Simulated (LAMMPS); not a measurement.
Al (fcc) at 650 K and zero pressure, started from the melt, with several potentials, in cells of their own sizes.

Models:
- EAM-type AlCu.adp: classical MD, pair style adp, file AlCu.adp (LAMMPS); Apostol and Mishin, Phys Rev B 83, 054116 (2011)
- EAM-type AlCu.eam.alloy: classical MD, pair style eam/alloy, file AlCu.eam.alloy (LAMMPS); Cai and Ye, Phys Rev B, 54, 8398-8410 (1996)
- EAM-type AlFe_mm.eam.fs: classical MD, pair style eam/fs, file AlFe_mm.eam.fs (LAMMPS); Mendelev, Srolovitz, Ackland and Han, J Mater Res 20, 208-218 (2005)
- EAM-type Al_jnp.eam: classical MD, pair style eam, file Al_jnp.eam (LAMMPS); Jacobsen, Norskov and Puska, Phys Rev B, 35, 7423 (1987)
- EAM-type Al_mm.eam.fs: classical MD, pair style eam/fs, file Al_mm.eam.fs (LAMMPS)
- EAM-type Al_zhou.eam.alloy: classical MD, pair style eam/alloy, file Al_zhou.eam.alloy (LAMMPS); Zhou et al, Acta Mater, 49, 4005 (2001)
- EAM-type NiAlH_jea.eam.alloy: classical MD, pair style eam/alloy, file NiAlH_jea.eam.alloy (LAMMPS); Moody and Baskes, Modell Sim Mater Sci Eng, 3, 289-307 (1995)
- MEAM AlSiMgCuFe.meam: classical MD, pair style meam, file AlSiMgCuFe.meam (LAMMPS); Jelinek, Groh, Horstemeyer, Houze, Kim, Wagner, Moitra and Baskes, Phys Rev B, 85, 245102 (2012)
- MEAM MoCoNiVFeAlCr_2nn.meam: classical MD, pair style meam, file MoCoNiVFeAlCr_2nn.meam (LAMMPS); Wang, J., Kwon, H., Kim, H.S. et al. A neural network model for high entropy alloy design. npj Comput Mater 9, 60 (2023).
- bond-order AlCu.bop.table: classical MD, pair style bop, file AlCu.bop.table (LAMMPS); Zhou, Ward, and Foster, Phys. Chem. Chem. Phys., under consideration

```json
[
 {"potential": "bond-order AlCu.bop.table", "state": "slow or partial motion within 30 ps, no clear phase", "volume": "16.842 ± 0.005 Å³/atom", "first peak of g(r)": "2.76 Å, height 3.1", "coordination number": "11.1 (counted to 3.46 Å)", "self-diffusion coefficient of Al (not corrected for cell size)": "-", "viscosity": "-", "mean phonon frequency": "5.9 THz", "rough cost (ms per atom and simulated ps)": "30 to 100"},
 {"potential": "EAM-type AlCu.adp", "state": "liquid", "volume": "17.866 ± 0.001 Å³/atom", "first peak of g(r)": "2.80 Å, height 3.5", "coordination number": "12.8 (counted to 3.82 Å)", "self-diffusion coefficient of Al (not corrected for cell size)": "(4.4 ± 0.1) × 10^-6 cm²/s", "viscosity": "-", "mean phonon frequency": "5.9 THz", "rough cost (ms per atom and simulated ps)": "3 to 10"},
 {"potential": "EAM-type AlCu.eam.alloy", "state": "liquid", "volume": "18.527 ± 0.003 Å³/atom", "first peak of g(r)": "2.79 Å, height 3.0", "coordination number": "13.1 (counted to 3.90 Å)", "self-diffusion coefficient of Al (not corrected for cell size)": "(2.30 ± 0.02) × 10^-5 cm²/s", "viscosity": "2.3 ± 0.4 mPa s", "mean phonon frequency": "4.7 THz", "rough cost (ms per atom and simulated ps)": "1 to 3"},
 {"potential": "EAM-type AlFe_mm.eam.fs", "state": "liquid", "volume": "18.162 ± 0.003 Å³/atom", "first peak of g(r)": "2.79 Å, height 3.4", "coordination number": "12.8 (counted to 3.82 Å)", "self-diffusion coefficient of Al (not corrected for cell size)": "(1.37 ± 0.03) × 10^-5 cm²/s", "viscosity": "3.8 ± 0.4 mPa s", "mean phonon frequency": "5.4 THz", "rough cost (ms per atom and simulated ps)": "1 to 3"},
 {"potential": "EAM-type Al_jnp.eam", "state": "slow or partial motion within 60 ps, no clear phase", "volume": "16.94 ± 0.02 Å³/atom", "first peak of g(r)": "2.81 Å, height 3.8", "coordination number": "12.8 (counted to 3.66 Å)", "self-diffusion coefficient of Al (not corrected for cell size)": "-", "viscosity": "-", "mean phonon frequency": "5.7 THz", "rough cost (ms per atom and simulated ps)": "1 to 3"},
 {"potential": "EAM-type Al_mm.eam.fs", "state": "liquid", "volume": "18.164 ± 0.001 Å³/atom", "first peak of g(r)": "2.82 Å, height 3.1", "coordination number": "12.8 (counted to 3.82 Å)", "self-diffusion coefficient of Al (not corrected for cell size)": "(1.68 ± 0.04) × 10^-5 cm²/s", "viscosity": "-", "mean phonon frequency": "4.8 THz", "rough cost (ms per atom and simulated ps)": "1 to 3"},
 {"potential": "EAM-type Al_zhou.eam.alloy", "state": "liquid", "volume": "18.771 ± 0.002 Å³/atom", "first peak of g(r)": "2.82 Å, height 2.7", "coordination number": "12.8 (counted to 3.86 Å)", "self-diffusion coefficient of Al (not corrected for cell size)": "(4.06 ± 0.08) × 10^-5 cm²/s", "viscosity": "-", "mean phonon frequency": "4.2 THz", "rough cost (ms per atom and simulated ps)": "3 to 10"},
 {"potential": "EAM-type NiAlH_jea.eam.alloy", "state": "liquid", "volume": "19.321 ± 0.001 Å³/atom", "first peak of g(r)": "2.74 Å, height 2.6", "coordination number": "12.6 (counted to 3.90 Å)", "self-diffusion coefficient of Al (not corrected for cell size)": "(8.03 ± 0.04) × 10^-5 cm²/s", "viscosity": "-", "mean phonon frequency": "4.4 THz", "rough cost (ms per atom and simulated ps)": "1 to 3"},
 {"potential": "MEAM AlSiMgCuFe.meam", "state": "slow or partial motion within 60 ps, no clear phase", "volume": "18.813 ± 0.008 Å³/atom", "first peak of g(r)": "2.69 Å, height 3.5", "coordination number": "9.6 (counted to 3.50 Å)", "self-diffusion coefficient of Al (not corrected for cell size)": "-", "viscosity": "-", "mean phonon frequency": "6.9 THz", "rough cost (ms per atom and simulated ps)": "3 to 10"},
 {"potential": "MEAM MoCoNiVFeAlCr_2nn.meam", "state": "liquid", "volume": "18.143 ± 0.005 Å³/atom", "first peak of g(r)": "2.78 Å, height 3.3", "coordination number": "11.7 (counted to 3.66 Å)", "self-diffusion coefficient of Al (not corrected for cell size)": "(1.56 ± 0.06) × 10^-5 cm²/s", "viscosity": "3.7 ± 0.9 mPa s", "mean phonon frequency": "5.4 THz", "rough cost (ms per atom and simulated ps)": "10 to 30"}
]
```

Costs are rough: whole-run CPU time with set-up and analysis, from shared machines, in bands a factor of about three wide.

Caution (rows bond-order AlCu.bop.table; EAM-type Al_jnp.eam; MEAM AlSiMgCuFe.meam): enthalpy drifts during the constant-pressure average: a transition or slow ageing; fluctuation values are void.

Caution (row EAM-type AlCu.adp): this liquid lies under the melting point of about 1050 K that EAM-type AlCu.adp gives, so it is undercooled.

Caution (row EAM-type AlCu.eam.alloy): this liquid lies under the melting point of about 750 K that EAM-type AlCu.eam.alloy gives, so it is undercooled.

Caution: the potential EAM-type AlFe_mm.eam.fs is made for dilute Fe in Al.

Caution (row EAM-type AlFe_mm.eam.fs): this liquid lies under the melting point of about 930 K that EAM-type AlFe_mm.eam.fs gives, so it is undercooled.

Caution (row EAM-type Al_mm.eam.fs): this liquid lies under the melting point of about 930 K that EAM-type Al_mm.eam.fs gives, so it is undercooled.

Caution: the potential EAM-type NiAlH_jea.eam.alloy is made for Ni, Ni3Al and hydrogen in them.

Caution (row EAM-type NiAlH_jea.eam.alloy): this liquid lies under the measured melting point of 933 K, so it is undercooled or the potential melts low.

Caution (row EAM-type NiAlH_jea.eam.alloy): a run this short can hold a crystal over, or a liquid under, the potential's own melting point, which these runs don't give.

Caution (row MEAM MoCoNiVFeAlCr_2nn.meam): this liquid lies under the melting point of about 940 K that MEAM MoCoNiVFeAlCr_2nn.meam gives, so it is undercooled.

States go by the mean squared displacement: a species diffuses where it passes 1.5 Å², still rises and gives D over 1e-6 cm²/s; a crystal has left its structure where atoms lie 0.35 Å off their sites on average or a cubic box changes its shape by 3 %, or the axial ratios of another lie 8 % off the starting cell's, which the potential's own relaxation can also do.

Errors of D are the spread over four groups of atoms in one short run; a floor of about 5 %, a picked value, is safer.

Errors shown are sampling errors alone.
